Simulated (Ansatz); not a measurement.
A15 Mo3Si was calculated with r²SCAN+rVV10 (plane waves, PAW; Ansatz, a program for electronic structure).

Numerical settings: plane-wave cutoff 560 eV, 12×12×12 k mesh, Fermi–Dirac smearing 0.05 eV, no spin polarisation, scalar-relativistic PAW data made under PBE.

The volume scan:

```
V (Å³/atom)  E − E_lowest (meV/atom)
-----------  -----------------------
13.609                         48.91
13.899                         20.97
14.189                          5.07
14.478                          0.00
14.768                          4.69
15.057                         18.14
15.347                         39.48
```

What bulk modulus B0 and pressure derivative B′ does a third-order Birch–Murnaghan fit give?

V0 = 14.479 Å³/atom, B0 = 269 GPa, B′ = 4.3 (fit to the energies at full precision).

The computed numbers hold no vibrational or temperature effects.
